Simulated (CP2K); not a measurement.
CP2K 2026.2, DFT, PBE, Gaussian and plane waves, DZVP-MOLOPT bases, GTH-PBE potentials: diamond-structure Si with 4 Ge on Si sites, atoms displaced (Si32Ge4), unrelaxed at the host's lattice constant, 36 atoms. Basis and mesh were picked for this test and aren't claimed converged.

```text
&GLOBAL
  PROJECT run
  RUN_TYPE ENERGY_FORCE
  PRINT_LEVEL LOW
  &TIMINGS
    THRESHOLD 0.005
  &END TIMINGS
&END GLOBAL
&FORCE_EVAL
  METHOD Quickstep
  &DFT
    BASIS_SET_FILE_NAME BASIS_MOLOPT
    POTENTIAL_FILE_NAME GTH_POTENTIALS
    &QS
      METHOD GPW
      EPS_DEFAULT 1.0E-12
    &END QS
    &MGRID
      CUTOFF 280
      REL_CUTOFF 50
    &END MGRID
    &XC
      &XC_FUNCTIONAL PBE
      &END XC_FUNCTIONAL
    &END XC
    &SCF
      SCF_GUESS ATOMIC
      EPS_SCF 1.0E-6
      MAX_SCF 25
      &OT
        MINIMIZER DIIS
        PRECONDITIONER FULL_SINGLE_INVERSE
      &END OT
      &OUTER_SCF
        MAX_SCF 12
        EPS_SCF 1.0E-6
      &END OUTER_SCF
    &END SCF
  &END DFT
  &SUBSYS
    &CELL
      A 11.52089079 0.00000000 0.00000000
      B 5.76044539 9.97738409 0.00000000
      C 3.84029693 2.21719647 6.27117862
    &END CELL
    &COORD
      SCALED
      Si 0.00459600 0.99618900 0.99779400
      Si 0.00177500 0.99841600 0.49848300
      Si 0.08526600 0.08030100 0.62410700
      Si 0.99780600 0.33437200 0.99463500
... (29 lines of coordinates left out) ...
      Ge 0.08052000 0.41554500 0.13214200
      Ge 0.99789300 0.66542500 0.49996700
      Ge 0.33920700 0.33368900 0.49289800
    &END COORD
    &KIND Si
      ELEMENT Si
      BASIS_SET DZVP-MOLOPT-SR-GTH-q4
      POTENTIAL GTH-PBE-q4
    &END KIND
    &KIND Ge
      ELEMENT Ge
      BASIS_SET DZVP-MOLOPT-SR-GTH-q4
      POTENTIAL GTH-PBE-q4
    &END KIND
  &END SUBSYS
  &PRINT
    &FORCES ON
      NDIGITS 10
    &END FORCES
  &END PRINT
&END FORCE_EVAL
```

The program reports basis functions: 468.

Hardware: AMD EPYC (Zen 5), 96 cores on 1 socket, no SMT, 12 L3 cache groups.

Wall times, medians of two to five repeats, each run alone on the node (launch to exit). Processes are pinned to neighbouring cores unless said otherwise. The build: conda-forge: MPICH, OpenMP, OpenBLAS, FFTW, ScaLAPACK, ELPA, COSMA, DBCSR on BLAS; another build can shift the numbers. Scratch files lie in a memory file system.

Started as
```bash
OMP_NUM_THREADS=1 mpirun -np 48 cp2k.psmp -i run.inp
```
(48 ranks) it takes 10 s and 54 SCF steps (line-search steps included).

### Question
What happens to the run time with 6 ranks × 8 threads?

### Answer
About 8.7 s (2 runs within 1 %): 1.2× as fast. The largest move is in message passing and waiting (mp_*): 2.9 s to 1.3 s. The own time of mp_sum_l goes from 1.1 s to 0.14 s, most of the change. Change in the result: energy equal as printed, forces (largest component) under 0.001 meV/Å.
